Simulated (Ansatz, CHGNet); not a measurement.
Ladder of methods for the lattice constant a of cubic perovskite SrVO3

Reference value: 3.842 Å (measured, temperature not stated, no zero-point or thermal correction; as tabulated in Marks et al. (2021), arXiv:2103.05797).

```tsv
level (code)	value (Å)
CHGNet 0.3.0	3.906
LDA (Ansatz)	3.773
PBE (Ansatz)	?
PBE-D3(BJ) (Ansatz)	3.831
r²SCAN+rVV10 (Ansatz)	3.818
```

Fill in the missing entries.


- PBE (Ansatz, a program for electronic structure), value (Å): 3.858

Differences against the reference: CHGNet 0.3.0 +1.67 %, LDA -1.80 %, PBE +0.42 %, PBE-D3(BJ) -0.29 %, r²SCAN+rVV10 -0.62 %.

The reference's temperature isn't stated, so close values are not ranked against it. Off by more than 1.25 %, or 1.75 % on the side where a correction would as a rule narrow the miss (bounds picked here): LDA (-1.80 %), CHGNet 0.3.0 (+1.67 %).

The reference isn't brought to a static lattice, while the calculations are for one, so the differences are not the levels' errors alone. A static lattice is as a rule a little smaller than the measured one. The crystal itself was run without spin with LDA, PBE, PBE-D3(BJ), r²SCAN+rVV10; a magnetic state was not tried in these runs. Cutoffs differ between the levels. Ansatz's density-functional and Hartree–Fock values are scalar-relativistic unless marked +SOC, with PAW data made under PBE.

Machine-learned potentials (CHGNet 0.3.0) are trained on DFT data: a solid inside that data is no test of them.

Differences are worked out from the printed values.
